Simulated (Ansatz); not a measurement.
Base system: HfO2 in the fluorite structure (space group Fm-3m, No. 225).

```
HfO2
1.0
    0.00000     2.50052     2.50052
    2.50052     0.00000     2.50052
    2.50052     2.50052     0.00000
Hf O
1 2
Direct
  0.00000   0.00000   0.00000
  0.25000   0.25000   0.25000
  0.75000   0.75000   0.75000
```

Cartesian axes are those of the cell as printed.

Method: DFT with LDA, PAW potentials and a 420 eV plane-wave cutoff in Ansatz (a quantum-chemistry and plane-wave program), spin-orbit coupling left out.

Modification: the cell is scaled by 0.9950 in all directions, atoms relaxed at fixed cell.

**Question.** Predict the stress tensor and what it implies for the stiffness.

**Answer.** Stress of the strained cell less that of the base (GPa, compression positive):
```
   4.38    0.00    0.00
   0.00    4.38    0.00
   0.00    0.00    4.38
```

Then B = −ΔP/(ΔV/V₀) with ΔV/V₀ = -0.0149 gives secant stiffness values (nonlinear terms included at this strain): B ≈ 293 GPa.

Stability against distortions was not tested. This is not the structure that HfO2 has at room temperature and ambient pressure.
